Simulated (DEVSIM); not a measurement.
Structure: Co/SiO2/n-Ge capacitor, at 400 K.

| layer (left to right) | material | thickness (nm) | Nd (cm⁻³) |
|---|---|---|---|
| 1 | SiO2 | 1.20 | - |
| 2 | Ge | 1600 | 2.6e16 |

Metal gate on the left, work function 5 eV. Fixed charge at the semiconductor interface -9.8e10 cm⁻² (in units of +e); no interface traps.

This is a model device: material constants are rounded textbook-type values typed into the input, and sizes, dopings and lifetimes were drawn at random. Values at 300 K; Nc and Nv go as T^1.5, mobilities as T to minus their exponent, the gap by Varshni's rule with the affinity fixed.

```
parameter         SiO2        Ge
----------------  ----  --------
gap (eV)             9     0.664
affinity (eV)      0.9         4
permittivity       3.9        16
Nc (cm⁻³)            -   1.04e19
Nv (cm⁻³)            -      6e18
Varshni α (eV/K)     -  0.000477
Varshni β (K)        -       235
```

Model (solved in DEVSIM): 1D Poisson equation in equilibrium, Boltzmann statistics, complete ionisation; no quantum confinement or tunnelling. Metal contacts follow the ideal Schottky-Mott rule: no Fermi-level pinning, no interface dipoles.

Task: Tabulate band edges, carrier densities and field at 0.6 V on the gate.

Result: Energies count from the Fermi level of the right contact; mesh points crowd at the junctions.

```tsv
x (μm)	Ec (eV)	Ev (eV)	n (cm⁻³)	p (cm⁻³)	field (V/cm)
0.000	3.500	-5.500	< 1e2	< 1e2	-76000
0.0005645	3.496	-5.504	< 1e2	< 1e2	-76000
0.001022	3.492	-5.508	< 1e2	< 1e2	-76000
0.001904	0.389	-0.235	2.0e14	1.0e16	-29000
0.004388	0.382	-0.242	2.5e14	8.2e15	-28000
0.008314	0.371	-0.253	3.4e14	6.0e15	-27000
0.01526	0.353	-0.271	5.7e14	3.6e15	-25000
0.03552	0.310	-0.314	2.0e15	1.0e15	-18000
0.06754	0.264	-0.360	7.5e15	2.7e14	-10000
0.1285	0.230	-0.394	2.0e16	9.9e13	-2400
0.2362	0.222	-0.402	2.6e16	7.9e13	-110
0.5506	0.221	-0.403	2.6e16	7.8e13	≈ 0
0.9702	0.221	-0.403	2.6e16	7.8e13	≈ 0
1.270	0.221	-0.403	2.6e16	7.8e13	≈ 0
1.460	0.221	-0.403	2.6e16	7.8e13	≈ 0
1.525	0.221	-0.403	2.6e16	7.8e13	≈ 0
1.562	0.221	-0.403	2.6e16	7.8e13	≈ 0
1.581	0.221	-0.403	2.6e16	7.8e13	≈ 0
1.593	0.221	-0.403	2.6e16	7.8e13	≈ 0
1.597	0.221	-0.403	2.6e16	7.8e13	≈ 0
1.600	0.221	-0.403	2.6e16	7.8e13	≈ 0
1.601	0.221	-0.403	2.6e16	7.8e13	≈ 0
```
